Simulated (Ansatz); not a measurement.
**Parameter sweep on Sc₃Si₄Ni₄ (Immm, 11 atoms in the cell)**

```
CELL_PARAMETERS angstrom
     -1.92915     3.23984     6.34543
      1.92915    -3.23984     6.34543
      1.92915     3.23984    -6.34543
ATOMIC_POSITIONS crystal
  Sc 0.50000 0.00000 0.50000
  Sc 0.87335 0.87335 0.00000
  Sc 0.12665 0.12665 0.00000
  Si 0.28035 0.78035 0.50000
  Si 0.71965 0.21965 0.50000
  Si 0.18782 0.50000 0.68782
  Si 0.81218 0.50000 0.31218
  Ni 0.87134 0.67503 0.19631
  Ni 0.12866 0.32497 0.80369
  Ni 0.47872 0.67503 0.80369
  Ni 0.52128 0.32497 0.19631
```

Base run A: LDA (PW92), default PAW files made with PBE run with Ansatz (a quantum-chemistry and plane-wave program), self-consistent single point.

Its settings: basis.ecutwfc = 420 eV; kpoints.mp_grid.grid = 6 6 6; hamiltonian.xc = lda; hamiltonian.pseudopotentials = {kind: paw} (the program's default PAW files); scf.occupations.method = cold; scf.occupations.width = 0.2 eV.

The starting cell comes from a database of computed structures (which also holds hypothetical and non-ambient phases and stackings), without a prior relaxation at this level. Spin polarisation is off. In the base run, with a pressure of about -10 GPa the cell is away from its equilibrium volume at this level. Ansatz's pressure includes its estimate of the finite-basis (Pulay) stress.

ΔF is the free energy per atom less that of run A. 

The first pressure column holds Ansatz's estimate of the finite-basis (Pulay) stress, which hides part of the cutoff error; the other is without it.

In some runs the Pulay estimate is large (up to 79 GPa), a sign of a cutoff far from converged.

Run A gave: pressure (GPa) -9.69; largest force (eV/Å) 0.209; pressure at a fixed set of plane waves (GPa) -9.74.

Runs:
- B: lattice scaled by 0.97
- C: lattice scaled by 0.97; basis.ecutwfc: 420 eV → 250 eV
- D: lattice scaled by 0.985
- E: lattice scaled by 0.985; basis.ecutwfc: 420 eV → 250 eV
- F: lattice scaled by 1.015
- G: lattice scaled by 1.015; basis.ecutwfc: 420 eV → 250 eV
- H: lattice scaled by 1.03
- I: lattice scaled by 1.03; basis.ecutwfc: 420 eV → 250 eV
- J: basis.ecutwfc: 420 eV → 250 eV

### Question
What does run J change against A?

### Answer
The free energy rises by 1.02 eV/atom, the pressure goes from -9.69 to -8.14 GPa and the largest force goes from 0.209 to 0.158 eV/Å.

### Question
What does run H change against A?

### Answer
The free energy rises by 121 meV/atom, the pressure goes from -9.69 to -18.44 GPa and the largest force goes from 0.209 to 0.220 eV/Å.

```json
[
 {"run": "A", "ΔF (meV/atom)": "0.00", "pressure (GPa)": "-9.69", "largest force (eV/Å)": "0.209", "pressure at a fixed set of plane waves (GPa)": "-9.74"},
 {"run": "B", "ΔF (meV/atom)": "-26.4", "pressure (GPa)": "4.09", "largest force (eV/Å)": "0.286", "pressure at a fixed set of plane waves (GPa)": "4.02"},
 {"run": "C", "ΔF (meV/atom)": "1004.5", "pressure (GPa)": "5.94", "largest force (eV/Å)": "0.324", "pressure at a fixed set of plane waves (GPa)": "-72.64"},
 {"run": "D", "ΔF (meV/atom)": "-26.9", "pressure (GPa)": "-3.54", "largest force (eV/Å)": "0.208", "pressure at a fixed set of plane waves (GPa)": "-3.60"},
 {"run": "E", "ΔF (meV/atom)": "996.7", "pressure (GPa)": "-1.99", "largest force (eV/Å)": "0.238", "pressure at a fixed set of plane waves (GPa)": "-76.42"},
 {"run": "F", "ΔF (meV/atom)": "50.3", "pressure (GPa)": "-14.58", "largest force (eV/Å)": "0.216", "pressure at a fixed set of plane waves (GPa)": "-14.63"},
 {"run": "G", "ΔF (meV/atom)": "1065.5", "pressure (GPa)": "-13.35", "largest force (eV/Å)": "0.230", "pressure at a fixed set of plane waves (GPa)": "-80.87"},
 {"run": "H", "ΔF (meV/atom)": "120.6", "pressure (GPa)": "-18.44", "largest force (eV/Å)": "0.220", "pressure at a fixed set of plane waves (GPa)": "-18.48"},
 {"run": "I", "ΔF (meV/atom)": "1126.8", "pressure (GPa)": "-17.46", "largest force (eV/Å)": "0.313", "pressure at a fixed set of plane waves (GPa)": "-81.49"},
 {"run": "J", "ΔF (meV/atom)": "1020.3", "pressure (GPa)": "-8.14", "largest force (eV/Å)": "0.158", "pressure at a fixed set of plane waves (GPa)": "-79.19"}
]
```

Keys are those of Ansatz 0.2.
